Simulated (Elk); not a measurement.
Elk run on P (Cmce, 4 atoms in the cell): self-consistent single point.

Method: PBE, all-electron FP-LAPW, Elk's shipped species files, default APW+lo basis run with Elk.

```yaml
crystal:
  lattice:
    - [1.65384, -5.48526, 0.00000]
    - [1.65384, 5.48526, 0.00000]
    - [0.00000, 0.00000, 4.56045]
  atoms:
    - { symbol: P, position: [0.40414, 0.59586, 0.91118] }
    - { symbol: P, position: [0.59586, 0.40414, 0.08882] }
    - { symbol: P, position: [0.09586, 0.90414, 0.41118] }
    - { symbol: P, position: [0.90414, 0.09586, 0.58882] }
```

Reference input (self-consistent single point, DFT, PBE, all-electron FP-LAPW, Elk's shipped species files, default APW+lo basis): xctype = 20; stype = 1; swidth = 0.00183747 Ha; ngridk = 5 5 4; maxscl = 100. This run's input differs from it in these lines:

```diff
@@ -11,2 +11,8 @@
   0.00183747
+
+epspot
+  3.7e-14
+
+epsengy
+  3.7e-12
```

Log, with long lists cut:

```
│ Self-consistent loop started │
│ Loop number : 1 │
 total energy                :     -1374.57159988
│ Loop number : 2 │
 total energy                :     -1374.51276906
RMS change in Kohn-Sham potential (target) :   0.5997224201     (  0.3700000000E-13)
Absolute change in total energy (target)   :   0.5883082316E-01 (  0.3700000000E-11)
│ Loop number : 3 │
 total energy                :     -1371.62391160
RMS change in Kohn-Sham potential (target) :   0.3111410310     (  0.3700000000E-13)
Absolute change in total energy (target)   :    2.903565161     (  0.3700000000E-11)
│ Loop number : 4 │
   [... lines left out ...]
Absolute change in total energy (target)   :   0.6216851034E-08 (  0.3700000000E-11)
│ Loop number : 98 │
 total energy                :     -1368.55930006
RMS change in Kohn-Sham potential (target) :   0.4902277854E-09 (  0.3700000000E-13)
Absolute change in total energy (target)   :   0.1595026333E-08 (  0.3700000000E-11)
│ Loop number : 99 │
 total energy                :     -1368.55930006
RMS change in Kohn-Sham potential (target) :   0.5250190667E-09 (  0.3700000000E-13)
Absolute change in total energy (target)   :   0.3810782800E-09 (  0.3700000000E-11)
│ Loop number : 100 │
Reached self-consistent loops maximum

Energies :
 Fermi                       :     0.214579888502
 total energy                :     -1368.55930006

Density of states at Fermi energy :    4.783622751
 (states/Hartree/unit cell)

Estimated indirect band gap :   0.1594709916E-01
 from k-point      9 to k-point      9
Estimated direct band gap   :   0.1594709916E-01
 at k-point      9

Charges :
 core                        :    40.00000000
 valence                     :    20.00000000
 interstitial                :    8.139556818
 muffin-tins (core leakage)
  species :    1 (P)
   atom    1                 :    12.96511080     (  0.6756232391E-03)
   atom    2                 :    12.96511080     (  0.6756232391E-03)
   atom    3                 :    12.96511080     (  0.6756232391E-03)
   atom    4                 :    12.96511080     (  0.6756232391E-03)
 total in muffin-tins        :    51.86044318
 total calculated charge     :    59.98269323
 total charge                :    60.00000000
 error                       :   0.1730676835E-01

│ Self-consistent loop stopped │
```

The run ended unconverged after 100 iterations. 

The starting cell comes from a database of computed structures (which also holds hypothetical and non-ambient phases and stackings), without a prior relaxation at this level. Its lattice was rescaled by a random factor within 2.5 % of one. Values depend on the basis (sphere radii, cutoffs, local orbitals), which need not be converged.

Cost on one core of a shared machine: roughly 2 min.
